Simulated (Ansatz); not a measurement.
Start from InAs in the zinc blende structure (space group F-43m, No. 216; a = 6.087 Å).

Computed with DFT with PBEsol, PAW potentials and a 420 eV plane-wave cutoff in Ansatz (a quantum-chemistry and plane-wave program), spin-orbit coupling left out.

Base values:

```
Property    Value
--------  -------
Pressure  0.0 GPa
Band gap     zero
```

The change: the cell is scaled by 1.0171 in all directions, atoms relaxed at fixed cell.

**Question.** How does this affect the energy relative to the base?

**Answer.** The energy rises by 12 meV/atom.

**Question.** Predict the new pressure.

**Answer.** The pressure goes from zero to -2.5 GPa.

**Question.** How does this affect the band gap?

**Answer.** The band gap stays zero.

A case with no gap was solved on a k-mesh chosen for an insulator, which is coarse for it. The cells carry an imposed strain or load. Stability against distortions was not tested. All final runs are without spin polarisation. A zero or small gap of InAs can be the functional's error rather than a property of the material.
